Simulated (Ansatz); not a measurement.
Cost and result by functional for the adsorption energy of H2O on the 1x1 (111) surface of fcc Cu, one in a 2x2 cell, started at the site 'top Cu', in Ansatz (plane waves, PAW). Single points on the PBE structure, on one kind of machine; costs are rough ratios of the slab run's core time (references not counted) to the cheapest single point. r2SCAN's cost holds its higher cutoff (500 against 420 eV). Differences are taken against r2SCAN for comparison alone: no measured value is at hand, so the table doesn't rank accuracy.

Set-up: 19 atoms, 6.2 Å thick at the start under the adsorbate (thin: gaps and levels are the slab's own); mesh 6x6x1; 0.1 eV smearing; dipole correction on; 8 atoms held, the rest relaxed; no symmetry held; no spin, no spin-orbit, no U, no dispersion correction. At the end no host atom lies within bonding distance. In PBE it is, or lies within 0.03 eV of, the lowest of the starts that converged. These notes are the PBE run's. Adsorption energies are against H2O(g). A negative adsorption energy means that the adsorbate is more stable on the surface than in its reference.

```
functional                     relative cost  adsorption energy (eV)  less r2SCAN (eV)
-----------------------------  -------------  ----------------------  ----------------
RPBE                                       1                    0.01              0.28
r2SCAN                                     2                   -0.27              0.00
PBE (the relaxed run's value)              –                   -0.15              0.12
```

The values span 0.28 eV, while the single points' costs differ by a factor of roughly 2. Differences are of unrounded values.

Ansatz is an electronic-structure program.
